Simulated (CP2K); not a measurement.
Band structure of B2Pt3 (Cm, 5 atoms in the cell).

```
B2Pt3
1.0
    3.16544     0.00000     0.00000
    1.57867     2.74368     0.00000
   -0.02838    -0.01641     7.36790
B Pt
2 3
Direct
  0.00038   0.00038   0.66725
  0.00035   0.00035   0.27967
  0.33261   0.33261   0.13869
  0.66682   0.66682   0.82567
  0.66883   0.66883   0.46373
```

Method of the run: LDA (Pade form), GPW, DZVP-MOLOPT-SR-GTH basis, GTH-PADE potentials (GTH_POTENTIALS) run with CP2K.

Settings: CUTOFF = 500 Ry; REL_CUTOFF = 40 Ry; SMEAR/METHOD = FERMI_DIRAC; ELECTRONIC_TEMPERATURE = 1160.45 K; KPOINTS/SCHEME = MONKHORST-PACK 9 9 4; GAMMA_CENTERED = T; XC_FUNCTIONAL = PADE; B/BASIS_SET = DZVP-MOLOPT-SR-GTH; B/POTENTIAL = GTH-PADE-q3; Pt/BASIS_SET = DZVP-MOLOPT-SR-GTH; Pt/POTENTIAL = GTH-PADE-q18; METHOD = GPW; EPS_DEFAULT = 1e-10; EXTRAPOLATION = USE_GUESS.

The starting cell comes from a database of computed structures (which also holds hypothetical and non-ambient phases and stackings), without a prior relaxation at this level. Spin-orbit coupling is off. Spin polarisation is off. Values carry the incompleteness of an atom-centred basis.

Levels in eV from the Fermi level, bands 27 to 32:
| point | 27 | 28 | 29 | 30 | 31 | 32 |
|---|---|---|---|---|---|---|
| Γ | -2.51 | -2.47 | -1.85 | -1.82 | 2.13 | 2.89 |
| Y | -1.45 | -1.22 | -1.21 | -0.52 | -0.41 | 0.61 |
| F | -1.73 | -1.24 | -0.84 | -0.51 | -0.26 | 0.96 |
| L | -1.73 | -1.24 | -0.84 | -0.51 | -0.26 | 0.96 |
| Z | -2.63 | -2.63 | -1.80 | -1.78 | 0.80 | 4.41 |

Bands cross the Fermi level along this path, so the cell is metallic at this level.

Higher empty bands are left out: an atom-centred basis made for the valence describes them poorly.
